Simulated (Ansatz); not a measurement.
Seebeck coefficient (μV/K, mean over directions) of n-type SrGeO₃ (C2/c) against carrier density, PBEsol, rigid bands (Ansatz, an electronic-structure program). Computed gap 3.43 eV; densities at which minority carriers matter at this gap, or further valleys turn the trend, are left out. Conductivity mass 0.45 mₑ (harmonic mean over directions), N_c = 7.5e18 cm⁻³ at 300 K.

```csv
electron density,300 K,500 K
1e16 cm⁻³,-784,-851
1e17 cm⁻³,?,?
1e18 cm⁻³,?,-454
3e18 cm⁻³,-295,-361
1e19 cm⁻³,-199,-261
3e19 cm⁻³,-122,-175
1e20 cm⁻³,-62,-98
3e20 cm⁻³,-31,-52
1e21 cm⁻³,-15,-25
```

Fill in the missing entries.


- 1e17 cm⁻³, 300 K: -585
- 1e17 cm⁻³, 500 K: -652
- 1e18 cm⁻³, 300 K: -388

Rigid bands with a gap fixed in temperature, one relaxation time for all states, no polarons or phonon drag, and whether or not such doping can be reached. Spin-orbit coupling is left out.

Formula and space group known from diffraction (Crystallography Open Database), not checked to be the room-temperature form: SrGeO3 (C2/c).
